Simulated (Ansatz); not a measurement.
A periodic model of amorphous Hf32La4O70:

```
Hf16La2O35
1.0
   11.18030     0.01042    -0.08448
    0.01042    11.55967    -0.08317
   -0.08448    -0.08317    11.18931
Hf La O
32 4 70
Direct
  0.01058   0.76741   0.29578
  0.71102   0.03710   0.04199
  0.74140   0.32118   0.85483
  0.82598   0.10866   0.60995
  0.45420   0.33897   0.48507
  0.30698   0.73258   0.19637
  0.44162   0.23013   0.04748
  0.61384   0.58853   0.67261
  0.81218   0.83616   0.82776
  0.15673   0.19405   0.22322
  0.99923   0.29321   0.44386
  0.14399   0.02329   0.51441
  0.26632   0.52094   0.71580
  0.94412   0.08460   0.88539
  0.52521   0.63047   0.35740
  0.81012   0.58428   0.37326
  0.44995   0.62350   0.92704
  0.59938   0.43144   0.11291
  0.48302   0.06177   0.56694
  0.16915   0.94611   0.06065
  0.36793   0.80248   0.53991
  0.03960   0.67932   0.88280
  0.06125   0.69654   0.58890
  0.73306   0.37278   0.56103
  0.00512   0.37775   0.75484
  0.48068   0.94712   0.87349
  0.74084   0.26894   0.28488
  0.21420   0.87765   0.78103
  0.91711   0.02598   0.30432
  0.28800   0.18663   0.75083
  0.24292   0.53472   0.41239
  0.24738   0.48018   0.06105
  0.70239   0.74012   0.12888
  0.95782   0.44347   0.12342
  0.47587   0.01404   0.26109
  0.71159   0.84227   0.51958
  0.49613   0.78326   0.93102
  0.86331   0.95666   0.98422
  0.42312   0.48184   0.37092
  0.23401   0.56201   0.22510
  0.17463   0.16427   0.39661
  0.66401   0.93541   0.88389
  0.90466   0.70969   0.47379
  0.68840   0.72344   0.34939
  0.95837   0.75531   0.72987
  0.30263   0.94966   0.92726
  0.60332   0.57159   0.00604
  0.69973   0.74216   0.71763
  0.44088   0.07159   0.75029
  0.59395   0.32812   0.95220
  0.86155   0.41479   0.36104
  0.80879   0.22542   0.46542
  0.72697   0.46792   0.74766
  0.31967   0.97894   0.50374
  0.86796   0.71699   0.94537
  0.17817   0.33721   0.73949
  0.57885   0.25623   0.18662
  0.49235   0.15703   0.41975
  0.51308   0.90450   0.46176
  0.52028   0.68963   0.53688
  0.55239   0.41554   0.60836
  0.20601   0.70104   0.79621
  0.18046   0.04872   0.70655
  0.52573   0.07505   0.00880
  0.09144   0.84824   0.92325
  0.10459   0.65810   0.40724
  0.32075   0.90764   0.17036
  0.71626   0.55190   0.52306
  0.44966   0.59116   0.74806
  0.05615   0.92149   0.39211
  0.90256   0.63197   0.22331
  0.79641   0.17214   0.95042
  0.31321   0.65350   0.03757
  0.71974   0.24370   0.68901
  0.32605   0.15716   0.16758
  0.06884   0.54865   0.71616
  0.88178   0.98372   0.74031
  0.92730   0.38469   0.59289
  0.90426   0.39768   0.90515
  0.33258   0.23478   0.91248
  0.24905   0.64401   0.57619
  0.38019   0.22077   0.60397
  0.12602   0.79090   0.16405
  0.30810   0.43565   0.56004
  0.34543   0.71230   0.37729
  0.76961   0.10287   0.21647
  0.12389   0.40475   0.39286
  0.83535   0.99444   0.46077
  0.87620   0.87294   0.23616
  0.08393   0.54844   0.99410
  0.65294   0.53205   0.25832
  0.38575   0.85372   0.71540
  0.09992   0.08688   0.96657
  0.62794   0.34087   0.41113
  0.00605   0.13854   0.54178
  0.14390   0.34407   0.12269
  0.31095   0.48878   0.88850
  0.07955   0.04013   0.19113
  0.96444   0.22221   0.27690
  0.94062   0.21091   0.75966
  0.65863   0.02891   0.60894
  0.49056   0.70761   0.20189
  0.15501   0.84835   0.59871
  0.63261   0.92083   0.15223
  0.77114   0.36713   0.13429
  0.41534   0.40744   0.09934
```

Methods: PBE, scalar-relativistic without spin-orbit coupling (Ansatz, a program for electronic structure); r2SCAN, scalar-relativistic without spin-orbit coupling (Ansatz). Neutral PBE cell, which sets geometry, pressure and energy: sampling: a 2×2×2 Γ-centred mesh; Fermi-Dirac width 0.02 eV; no spin polarisation.

A CHGNet melt-quench gave the starting glass, which DFT then relaxed. O atoms were pushed apart under 1.9 Å during the dynamics, to hinder bonds among them. The hot cell started wider than the set density and was brought back towards it in steps. It is the lowest in DFT energy of 4 quenches. It is a model cell: composition and starting density were chosen by hand, and all elements were melted together. No dispersion term was used. Its density started from a set value of 8.28 and ended at 8.48 g/cm³. The simulated quench (nominally 600 K/ps over its main leg) is rapid and tends to freeze in more defects than a deposited or slowly cooled glass has. One small periodic cell is one sample of the glass; other quenches scatter about these values. Volume and shape were free in the relaxation.

**Question.** Give the pressure, the energy against reference phases and the spacing of the highest filled and lowest empty levels.

**Answer.** 
```yaml
Pressure on a 2×2×2 Γ-centred mesh: 0.01 GPa
Largest force and stress component on that mesh (the relaxation ran on the zone centre alone): 0.05 eV/Å and 0.0 GPa
Energy relative to HfO2 (P2_1/c) + hexagonal La2O3 (lowest mix at this level among the phases computed, not always the ambient ones): 0.165 eV/atom
Level gap on a 2×2×2 Γ-centred mesh (PBE): 3.85 eV
Level gap at the zone centre (PBE): 3.86 eV
Level gap at the zone centre (r2SCAN): 4.33 eV
Distance between the nearest levels spread over more than a fifth of the atoms or a third of the atoms of their main element (six at least) (PBE, zone centre): 4.15 eV
```

**Question.** At PBE and the zone centre, how localised are the states just below and above the Fermi level (participation number: the atoms over which a state spreads)?

**Answer.** The highest filled state is spread over 16.6 atoms' worth, largest on O84, with weights by element (charge in smoothed Voronoi cells) O 0.95, Hf 0.04, La 0.01. The lowest empty state is spread over 51.3 atoms' worth, largest on Hf23, with weights by element (charge in smoothed Voronoi cells) O 0.47, Hf 0.42, La 0.11.

At PBE the levels at the filled edge of the gap are localised (band-tail or defect states), and the nearest spread-out levels lie 4.2 eV apart at the zone centre.

Neighbours within Hf-Hf 3.34 Å, Hf-La 3.65 Å, Hf-O 2.64 Å, La-La 3.96 Å, La-O 3.00 Å, O-O 1.58 Å count as bonded. Two cations that share two anions don't count as bonded, nor two that share one unless they lie closer than Hf-Hf 3.25 Å, Hf-La 3.55 Å, La-La 3.85 Å.
